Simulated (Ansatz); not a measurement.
# Effect of isotropic strain −1.20 % on MoTe2

The parent structure is MoTe$_{2}$ (space group P6_3/mmc, No. 194; a = 3.497 Å, c = 13.696 Å; layered, stacked along the Cartesian z axis).

The change: the cell is scaled by 0.9880 in all directions; the atoms relax in the strained cell.

Calculations: Ansatz (a program for electronic structure), PBE-D3(BJ), PAW, cutoff 420 eV, no spin-orbit coupling. Γ-centred 11×11×3 mesh, Fermi–Dirac width 0.05 eV.

| quantity | base | changed | shift |
|---|---|---|---|
| volume per atom | 24.17 Å³ | 23.31 Å³ | -0.86 Å³ |
| space group | P6_3/mmc (No. 194) | P6_3/mmc (No. 194) | – |
| energy relative to the base (free energy F) | 0 meV/atom | +5.3 meV/atom | +5.3 meV/atom |
| band gap | 0.60 eV | 0.49 eV | -0.117 eV |
| gap character | indirect, Γ → K–Γ (44 % along) | indirect, K–Γ (81 % along) → K–Γ (44 % along) | – |
| width of the top valence band | 1.03 eV | 1.05 eV | +0.02 eV |

With Te present, leaving out spin-orbit coupling can change the band edges. Stability against distortions was not tested. The D3 term's C6 switches between coordination references near this geometry, which can add small steps to energies.
